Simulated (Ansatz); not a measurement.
Start from SnSe in the GeS type structure (space group Pnma, No. 62; layered, stacked along the Cartesian x axis).

```yaml
crystal:
  lattice:
    - [11.53436, 0.00000, 0.00000]
    - [0.00000, 4.12083, 0.00000]
    - [0.00000, 0.00000, 4.57837]
  atoms:
    - { symbol: Sn, position: [0.11797, 0.25000, 0.11652] }
    - { symbol: Sn, position: [0.38203, 0.75000, 0.61652] }
    - { symbol: Sn, position: [0.88203, 0.75000, 0.88348] }
    - { symbol: Sn, position: [0.61797, 0.25000, 0.38348] }
    - { symbol: Se, position: [0.85352, 0.25000, 0.48537] }
    - { symbol: Se, position: [0.64648, 0.75000, 0.98537] }
    - { symbol: Se, position: [0.14648, 0.75000, 0.51463] }
    - { symbol: Se, position: [0.35352, 0.25000, 0.01463] }
```

Cartesian axes are those of the cell as printed.

Method: r2SCAN+rVV10/PAW in Ansatz (an electronic-structure program), scalar-relativistic without spin-orbit coupling, earlier PAW set.

Strains are applied to the cell and any free atomic positions relax; under biaxial strain the out-of-plane vector relaxes too.

One change was made to it. Results:

The width of the top valence band rises by 0.14 eV, from 1.54 eV to 1.68 eV; the pressure (mean of the normal stresses, compression positive) goes from zero to 0.96 GPa; the band gap drops by 0.15 eV to 0.74 eV.

Question: Which change produced these results?
A. uniaxial strain ε_zz = −5.07 %
B. isotropic strain −0.92 %
C. biaxial strain +4.24 %, plane normal [001], relaxed out of plane
D. biaxial strain −0.25 %, plane normal [001], relaxed out of plane
E. biaxial strain +1.05 %, plane normal [001], relaxed out of plane

Answer: B, isotropic strain −0.92 %. For comparison, the band gap in the other runs: biaxial strain +1.05 %, plane normal [001], relaxed out of plane gives 0.94 eV; uniaxial strain ε_zz = −5.07 % gives 0.48 eV; biaxial strain −0.25 %, plane normal [001], relaxed out of plane gives 0.87 eV; biaxial strain +4.24 %, plane normal [001], relaxed out of plane gives 0.88 eV.

Whether these cells are dynamically stable was not tested.
